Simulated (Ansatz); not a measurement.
The starting structures come from a database of crystals and need not be the phases stable at ambient conditions.

# Evanescent states of LuAgO2 (R-3m, not sure to be the ambient phase, 4 atoms a cell, 15.3 Å³ an atom, 3 GPa at this level) along the normal of (101)

Calculation: r2SCAN (plane waves, PAW; Ansatz, a quantum-chemistry and plane-wave program).

No gap correction and no spin-orbit coupling; mid-gap values are interpolated between computed energies.

Energies count from the valence-band top; κ is the least over a 10×6 mesh across the current.

```tsv
E (eV)	κ (1/Å)	where
0.07	0.074	Γ
0.20	0.123	Γ
0.33	0.155	Γ
0.46	0.178	Γ
0.58	0.196	Γ
0.71	0.211	Γ
0.84	0.223	Γ
0.97	0.233	Γ
1.10	0.242	Γ
1.24	0.248	Γ
1.36	0.254	Γ
1.50	0.258	Γ
1.62	0.260	Γ
1.75	0.262	Γ
1.89	0.262	Γ
2.02	0.262	Γ
2.15	0.240	Γ
2.27	0.197	Γ
2.40	0.130	Γ
```

How thick must the barrier be to attenuate the transmission by 10^4 when the electrodes' Fermi level lies at 1.62 eV, and what attenuation does that film give at 1.89 eV?

d = 4 ln 10 / (2 × 0.260) = 17.7 Å. At 1.89 eV it gives 4 × 0.262/0.260 = 4.0 decades.
